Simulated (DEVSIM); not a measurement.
System: abrupt Si p-n junction, at 350 K.

```tsv
layer (left to right)	material	thickness (μm)	Nd (cm⁻³)	Na (cm⁻³)	τn (s)	τp (s)
1	Si	95.0	-	1.9e18	1.9e-8	6.3e-7
2	Si	0.950	9.9e14	-	6.3e-7	6.3e-7
```

Left contact: ohmic. Right contact: ohmic. Voltage is applied to the left contact. Recombination: SRH at mid-gap, Auger. Mobility is μmin + (μ − μmin)/(1 + (N/Nref)^α).

The device is made up for the run: typed textbook-type constants, with dimensions and the other settings drawn at random. Values at 300 K; Nc and Nv go as T^1.5, mobilities as T to minus their exponent, the gap by Varshni's rule with the affinity fixed.

```tsv
parameter	Si
gap (eV)	1.124
affinity (eV)	4.05
permittivity	11.7
Nc (cm⁻³)	2.86e19
Nv (cm⁻³)	3.1e19
μn (cm²/Vs)	1417
μp (cm²/Vs)	470
μn,min	52
μp,min	45
Nref,n	9.7e16
Nref,p	2.2e17
αn	0.68
αp	0.72
T exponent of μn	2.3
T exponent of μp	2.2
Cn (cm⁶/s)	2.8e-31
Cp (cm⁶/s)	9.9e-32
Varshni α (eV/K)	0.000473
Varshni β (K)	636
```

DEVSIM, 1D drift-diffusion, Boltzmann statistics, complete ionisation; no tunnelling, impact ionisation, image-force lowering or self-heating.

Task: Tabulate band edges, carrier densities and field at zero bias.

Result: Energies count from the Fermi level of the right contact; mesh points crowd at the junctions.

```csv
x (μm),Ec (eV),Ev (eV),n (cm⁻³),p (cm⁻³),field (V/cm)
0.000,1.020,-0.091,75000,1.9e18,≈ 0
0.03736,1.020,-0.091,75000,1.9e18,≈ 0
0.1329,1.020,-0.091,75000,1.9e18,≈ 0
0.3769,1.020,-0.091,75000,1.9e18,≈ 0
1.396,1.020,-0.091,75000,1.9e18,≈ 0
3.606,1.020,-0.091,75000,1.9e18,≈ 0
9.255,1.020,-0.091,75000,1.9e18,≈ 0
32.85,1.020,-0.091,75000,1.9e18,≈ 0
67.06,1.020,-0.091,75000,1.9e18,≈ 0
84.08,1.020,-0.091,75000,1.9e18,≈ 0
90.74,1.020,-0.091,75000,1.9e18,≈ 0
93.82,1.020,-0.091,75000,1.9e18,≈ 0
94.55,1.020,-0.091,75000,1.9e18,≈ 0
94.84,1.020,-0.091,75000,1.9e18,≈ 0
94.97,1.020,-0.091,75000,1.9e18,≈ 0
95.00,0.974,-0.136,340000,4.2e17,-65000
95.04,0.865,-0.245,1.2e7,1.1e16,-16000
95.14,0.743,-0.367,7.1e8,2.0e14,-11000
95.49,0.445,-0.665,1.4e13,1.0e10,-5600
95.78,0.342,-0.769,4.3e14,3.3e8,-2000
95.89,0.324,-0.787,7.9e14,1.8e8,-1300
95.95,0.317,-0.794,9.9e14,1.4e8,-1200
```
